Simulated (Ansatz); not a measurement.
Consider HfO$_{2}$ in the fluorite structure (space group Fm-3m, No. 225; a = 5.058 Å).

Computed with Kohn–Sham DFT with the r2SCAN functional, run in Ansatz (a quantum-chemistry and plane-wave program) with PAW and 500 eV plane waves, spin-orbit coupling left out.

Carriers are added at fixed cell with a uniform background; the Fermi–Dirac width is that of 300 K.

One change was made to it. Results:

The Fermi level relative to the doped band's edge (positive inside the band; to 0.05 eV) comes out as +0.40 eV; the gap character is still direct at X; the gap between the host's bands remains 4.30 eV.

Problem. Which change produced these results?
A. holes 1.5×10^21 cm⁻³
B. electrons 5.0×10^21 cm⁻³
C. holes 5.0×10^21 cm⁻³

Solution. B, electrons 5.0×10^21 cm⁻³. For comparison, the gap between the host's bands in the other runs: holes 1.5×10^21 cm⁻³ gives 4.36 eV; holes 5.0×10^21 cm⁻³ gives 4.49 eV.

Carriers are added with a uniform compensating background; total energy and stress of such cells depend on the potential's zero and are not compared; many-body gap narrowing is missing at this level. With Hf present, leaving out spin-orbit coupling can change the band edges. No phonon test of stability was made. This is not the structure that HfO2 has at room temperature and ambient pressure.
